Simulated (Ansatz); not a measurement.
Worked example: relaxation of the atoms of VFe3 (I4mm, 4 atoms in the cell) in Ansatz (a program for electronic structure).

Method: LDA (PW92), default PAW files made with PBE (plane waves; Ansatz).

The change in words: one atom moved by 0.15 angstrom; relax: default → atoms; relax.f_tol: default → 0.1 eV/Å. Reference geometry:
```
VFe3
1.0
   -2.03346     2.03346     2.88264
    2.03346    -2.03346     2.88264
    2.03346     2.03346    -2.88264
V Fe
1 3
Direct
  0.50000   0.50000   0.00000
  0.75000   0.25000   0.50000
  0.25000   0.75000   0.50000
  0.00000   0.00000   0.00000
```
Moments meant for the start (each program seeds them in its own way; μB, in the order of the atoms V Fe Fe Fe): 2.0 4.0 4.0 4.0.

Reference input (self-consistent single point, DFT, LDA (PW92), plane waves, default PAW files made with PBE): basis.ecutwfc = 420 eV; kpoints.mp_grid.grid = 8 8 8; hamiltonian.xc = lda; hamiltonian.pseudopotentials = {kind: paw} (the program's default PAW files); magnetization.spin_polarized = true; scf.occupations.method = gaussian; scf.occupations.width = 0.1 eV. This run's input differs from it in these lines:

```diff
@@ -6,3 +6,3 @@
   atoms:
-    - { symbol: V, position: [0.50000000, 0.50000000, 0.00000000], spin: 2.0 }
+    - { symbol: V, position: [0.52601800, 0.52601800, 0.00000000], spin: 2.0 }
     - { symbol: Fe, position: [0.75000000, 0.25000000, 0.50000000], spin: 4.0 }
@@ -25,2 +25,4 @@
     width: 0.1
+relax:
+  f_tol: 0.1
 output:
```

Output, abridged:

```
   [... SCF lines of the steps left out ...]
relax step   1: F+E_penalty+E_count = -16120.51928652 eV  Δ(F+E_penalty+E_count) = +0.000e0 eV  max|allowed force component| = 9.889e-1 eV/Å  Δτ_max = 0.0000 Å  (13 SCF iters, dr2 threshold 1.00e-4 eV, accepted)
relax step   2: F+E_penalty+E_count = -16120.55910534 eV  Δ(F+E_penalty+E_count) = -3.982e-2 eV  max|allowed force component| = 6.588e-1 eV/Å  Δτ_max = 0.0359 Å  (9 SCF iters, dr2 threshold 6.11e-5 eV, accepted)
relax step   3: F+E_penalty+E_count = -16120.59309594 eV  Δ(F+E_penalty+E_count) = -3.399e-2 eV  max|allowed force component| = 7.487e-3 eV/Å  Δτ_max = 0.0757 Å  (9 SCF iters, dr2 threshold 2.71e-5 eV, accepted)
relax step   4: F+E_penalty+E_count = -16120.59310887 eV  Δ(F+E_penalty+E_count) = -1.294e-5 eV  max|allowed force component| = 7.509e-3 eV/Å  Δτ_max = 0.0000 Å  (8 SCF iters, accepted)
the relaxation is at rest under the 8 symmetry operations that the run kept from its start: a minimum is not shown …
the relaxation's final electronic state is not compared with the one that a single-point calculation of its input finds at the relaxed geometry …
Magnetization: 5.0117 μB (33.0059 up, 27.9941 down)
Absolute magnetization: 6.6756 μB (∫|ρ↑−ρ↓|, with the PAW one-centre terms)
Spin contamination: 0.3758 ħ² per cell (⟨S²⟩ above its minimum at these occupations)
   [... lines left out ...]
Free energy (F): -16120.593109 eV
Fermi energy:    17.832069 eV
   [... lines left out ...]
  atoms:
    - { symbol: V, position: [0.5066552424488723, 0.5066552424488723, -7.103407931863949e-34] }
    - { symbol: Fe, position: [0.7564431282967474, 0.25644312829674754, 0.49999999999999994] }
    - { symbol: Fe, position: [0.25644312829674754, 0.7564431282967474, 0.49999999999999994] }
    - { symbol: Fe, position: [0.00647650095763258, 0.00647650095763258, -1.4206815863727898e-34] }
```

The run converged. 

Summary of the result:
| Quantity | Value |
|---|---|
| Free energy E − TS (on the zero of these files) | -16120.5931 eV |
| Fermi level (on the code's own zero) | 17.83 eV |
| Pressure | -21.21 GPa |
| Largest force (vector length) | 0.008 eV/Å |
| Size of the cell's spin moment | 5.01 μB |
| Relaxation steps | 4 |

The starting cell comes from a database of computed structures (which also holds hypothetical and non-ambient phases and stackings), without a prior relaxation at this level. Its lattice was rescaled by up to half a per cent. For this run, on top of that: one atom moved by 0.15 angstrom. The magnetic order is the one reached from the typed start; others were not searched systematically. The program warned that a starting moment was not kept. The relaxation keeps the symmetry of its start, so its end need not be a minimum. Ansatz's pressure includes its estimate of the finite-basis (Pulay) stress.

Cost on one core of a shared machine: roughly 2 min.

Keys are those of Ansatz 0.2.
